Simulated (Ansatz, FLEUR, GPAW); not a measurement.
TiGaNi₆ (P4/mmm, 8 atoms in the cell) computed with different codes at matched settings

Self-consistent single point, at a second geometry (lattice scaled by 0.98). First geometry:

```xyz
8
Lattice="3.5116 0.0000 0.0000 0.0000 3.5116 0.0000 0.0000 0.0000 6.9403" Properties=species:S:1:pos:R:3 pbc="T T T"
Ti     0.0000     0.0000     3.4702
Ga     0.0000     0.0000     0.0000
Ni     1.7558     1.7558     0.0000
Ni     1.7558     1.7558     3.4702
Ni     1.7558     0.0000     1.7219
Ni     1.7558     0.0000     5.2184
Ni     0.0000     1.7558     1.7219
Ni     0.0000     1.7558     5.2184
```
Moments meant for the start (each program seeds them in its own way; μB, in the order of the atoms Ti Ga Ni Ni Ni Ni Ni Ni): 0.0 0.0 2.0 2.0 2.0 2.0 2.0 2.0.

Shared settings, as Ansatz (a first-principles code) writes them: kpoints.mp_grid.grid = 5 5 3; scf.occupations.method = gaussian; scf.occupations.width = 0.272 eV. Potentials and cutoffs stand in the table.

```json
[
 {"code": "FLEUR", "model": "LDA (Vosko-Wilk-Nusair), all-electron FLAPW (FLEUR), scalar-relativistic valence", "ΔF from the first geometry (meV/atom)": "–", "largest force (eV/Å)": "0.009", "cutoff": "Kmax 3.7 1/bohr"},
 {"code": "Ansatz", "model": "LDA (PW92), PAW files made with PBE", "ΔF from the first geometry (meV/atom)": "34.9", "largest force (eV/Å)": "0.024", "cutoff": "default"},
 {"code": "GPAW", "model": "LDA (Perdew-Wang 92), GPAW PAW datasets LDA (gpaw-data 1.0.1)", "ΔF from the first geometry (meV/atom)": "46.3", "largest force (eV/Å)": "0.088", "cutoff": "800 eV"}
]
```

A dash marks a value that a program does not give, or that is left out as unsure.

On Ansatz's run: the starting moments vanished: the run ended non-magnetic, which need not be the lowest state. The program warned that a starting moment was not kept.

The spread over the programs that give each value: ΔF from the first geometry within 11.4 meV/atom; largest force within 0.079 eV/Å.

FLEUR treats all electrons, but the usual bases taken here (sphere radii, linearisation, local orbitals, empty states) were not tested for convergence, so the values are no reference for the others. Ansatz's pressure is given at a fixed set of plane waves, as the other plane-wave codes print theirs; with its correction for the finite basis it is 17.61 GPa.

The shared mesh is coarse (it stands for a supercell whose shortest vector is 17 Å), so the values are not converged in it.

The starting cell comes from a database of computed structures (which also holds hypothetical and non-ambient phases and stackings), without a prior relaxation at this level. Its lattice was rescaled by a random factor within 2.5 % of one. For this run, on top of that: lattice scaled by 0.98.

Left out of this page: Elk (not drawn, or without a comparable value).

Keys are those of Ansatz 0.2.
